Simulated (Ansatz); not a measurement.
Start from Os in the hcp (Mg type) structure (space group P6_3/mmc, No. 194; a = 2.754 Å, c = 4.347 Å; relaxed with 0.1 eV smearing). Axes: x lies along a and z along c of the hexagonal cell.

(Cell as relaxed with PBE.)

Levels (all Ansatz, a program for electronic structure, PAW): PBE (420 eV, spin-orbit coupling left out); r2SCAN (500 eV, spin-orbit coupling left out).

Each level relaxes its own structure.

```tsv
base	PBE	r2SCAN
volume per atom	14.28 Å³	14.02 Å³
lattice parameter a	2.754 Å	2.738 Å
band gap	zero	zero
```

Now apply this change: uniaxial stress, 8 GPa compression along x; all other stress components relax to zero.

```tsv
quantity	PBE	r2SCAN
secant Young's modulus along x	670 GPa	…
energy relative to the base (free energy F)	+4.2 meV/atom	…
shortest interatomic distance	2.691 Å	…
```

Given the PBE results, estimate those of r2SCAN.


- secant Young's modulus along x, r2SCAN: 720 GPa
- energy relative to the base (free energy F), r2SCAN: +3.8 meV/atom
- shortest interatomic distance, r2SCAN: 2.674 Å

PBE's secant Young's modulus along x lies 46.0 GPa below r2SCAN's; PBE's energy relative to the base lies 0.3 meV/atom above r2SCAN's; PBE's shortest interatomic distance lies 0.017 Å above r2SCAN's (0.6 %). Neither level is exact; r2SCAN is the comparison here, not a measurement.

Load acts through the strain it causes; cell and atoms are relaxed under it. Stability under load was not tested beyond the relaxation. All final runs are without spin polarisation.
